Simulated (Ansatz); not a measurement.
Base system: ZrSe2 in the fluorite structure (space group Fm-3m, No. 225; a = 6.508 Å; a hypothetical phase, not in the database extracts checked). Axes: x, y, z lie along the cube axes.

The values are results of PBEsol (Ansatz, a quantum-chemistry and plane-wave program), without spin-orbit coupling, not measurements.

One thing is altered: every lattice vector is shortened by 1.06 %; the atoms relax in the strained cell.

### Question
Predict the stress tensor and what it implies for the stiffness.

### Answer
Stress of the strained cell less that of the base (GPa, compression positive):
```
    3.1     0.0     0.0
    0.0     3.1     0.0
    0.0     0.0     3.1
```

Then B = −ΔP/(ΔV/V₀) with ΔV/V₀ = -0.0315 gives secant stiffness values (nonlinear terms included at this strain): B ≈ 100 GPa.

As a check, the harmonic strain energy −½ V₀ Δσ:ε is 7.1 meV/atom; the computed energy rise is 6.9 meV/atom.

Stability against distortions was not tested. The final runs are not spin-polarised. ZrSe2 has a high density of states at the Fermi level and may be magnetic at this level.
